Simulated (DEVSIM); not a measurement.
Structure: abrupt Ge p-n junction, at 300 K.

Layer 1 from the left is Ge, thickness (μm) 6.50, Na (cm⁻³) 1.5e16, τn (s) 1.5e-7, τp (s) 1.5e-7. Layer 2 from the left is Ge, thickness (μm) 59.0, Nd (cm⁻³) 4.1e15, τn (s) 1.5e-7, τp (s) 1.5e-7.

Left contact: ohmic. Right contact: ohmic. Voltage is applied to the left contact. Recombination: SRH at mid-gap. Mobility is μmin + (μ − μmin)/(1 + (N/Nref)^α).

Constants are typed, rounded textbook-type inputs, not results; the design itself was drawn at random and stands for no fabricated device. Values at 300 K.

Ge: gap (eV) 0.664, affinity (eV) 4, permittivity 16, Nc (cm⁻³) 1.04e19, Nv (cm⁻³) 6e18, μn (cm²/Vs) 3900, μp (cm²/Vs) 1900, μn,min 150, μp,min 100, Nref,n 2.6e17, Nref,p 4e17, αn 0.56, αp 0.6.

DEVSIM, 1D drift-diffusion, Boltzmann statistics, complete ionisation; no tunnelling, impact ionisation, image-force lowering or self-heating.

Question: What does the simulation give for the potential step across the device at zero bias, the largest field in the device at zero bias, the dark forward voltage at 100 A/cm², the dark forward voltage at 1 A/cm²?

Answer: potential step across the device at zero bias 0.306 V; largest field in the device at zero bias 14000 V/cm; dark forward voltage at 100 A/cm² 0.425 V; dark forward voltage at 1 A/cm² 0.183 V.
